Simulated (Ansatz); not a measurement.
**PbAu2: pressure series**

Take PbAu₂ in the cubic Laves (MgCu2 type) structure (space group Fd-3m, No. 227; a = 7.9527 Å) as the base.

Cell and atoms are relaxed at each pressure.

Level of theory: PBEsol (Ansatz, a first-principles code, PAW, scalar-relativistic without spin-orbit coupling).

```csv
pressure (GPa),volume per atom (Å³/atom)
-2,21.380
-1,21.162
0,20.957
0.3,20.899
0.7,?
1.5,20.677
3,20.414
5,20.096
7.5,19.740
```

Problem. Fit the third-order Birch–Murnaghan form P(V) = (3B₀/2)[(V₀/V)^(7/3) − (V₀/V)^(5/3)]·[1 + (3/4)(B₀′ − 4)((V₀/V)^(2/3) − 1)] (squares taken in P) to the rows shown and predict the withheld row.

Solution. Least squares on the printed values gives V₀ = 20.958 Å³/atom, B₀ = 106 GPa, B₀′ = 5.5; this predicts 20.823 Å³/atom, and the run gives 20.823 Å³/atom, in agreement.

Load acts through the strain it causes; cell and atoms are relaxed under it. Stability against distortions was not tested. Competing high-pressure phases were not computed.
